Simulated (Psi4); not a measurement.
Psi4 1.11, HF/def2-svp, scf_type pk: sulfur tetrafluoride (FS(F)(F)F), 5 atoms. The geometry is a generated start, not checked to be a minimum at this level.

- task: energy
- method: scf
- basis: def2-svp
- memory: 7 GB
- e_convergence: 1e-08
- d_convergence: 1e-07
- guess: auto, which took SAD (default)
- diis_max_vecs: 10 (default)
- scf_initial_accelerator: adiis (default)
- basis functions: 74

```xyz
5

F     -0.2651     1.3459    -0.1367
S     -0.2658    -0.2236     0.2635
F     -1.2493    -0.5214    -1.0804
F      0.7799     0.1431     1.5432
F      1.0002    -0.7441    -0.5896
```

The reference run uses exact four-centre integrals (scf_type = pk). Single runs; times are not shown.

Settings tried, all else as in the reference:
- scf_type = direct, screening = csam (default), ints_tolerance = 1e-07
- scf_type = direct, screening = density, ints_tolerance = 1e-07
- scf_type = direct, screening = csam (default), ints_tolerance = 1e-09
- scf_type = direct, screening = csam (default), ints_tolerance = 1e-05
- scf_type = direct, screening = density, ints_tolerance = 1e-05
- scf_type = direct, screening = density, ints_tolerance = 1e-09

**Question.** Which of these stay within 1.0 meV/atom in energy of the reference run?

**Answer.** Within it: scf_type = direct, screening = density, ints_tolerance = 1e-09; scf_type = direct, screening = csam (default), ints_tolerance = 1e-09; scf_type = direct, screening = csam (default), ints_tolerance = 1e-07; scf_type = direct, screening = density, ints_tolerance = 1e-05; scf_type = direct, screening = density, ints_tolerance = 1e-07. Outside: scf_type = direct, screening = csam (default), ints_tolerance = 1e-05.

| setting | energy against the reference |
|---|---|
| scf_type = direct, screening = density, ints_tolerance = 1e-09 | under 0.001 meV/atom |
| scf_type = direct, screening = csam (default), ints_tolerance = 1e-09 | under 0.001 meV/atom |
| scf_type = direct, screening = csam (default), ints_tolerance = 1e-07 | +0.0014 meV/atom |
| scf_type = direct, screening = density, ints_tolerance = 1e-05 | +0.0088 meV/atom |
| scf_type = direct, screening = density, ints_tolerance = 1e-07 | +0.0094 meV/atom |
| scf_type = direct, screening = csam (default), ints_tolerance = 1e-05 | +2.2 meV/atom |

Total energies are compared; such shifts often cancel in part in energy differences. The tolerance is a choice made for this comparison.
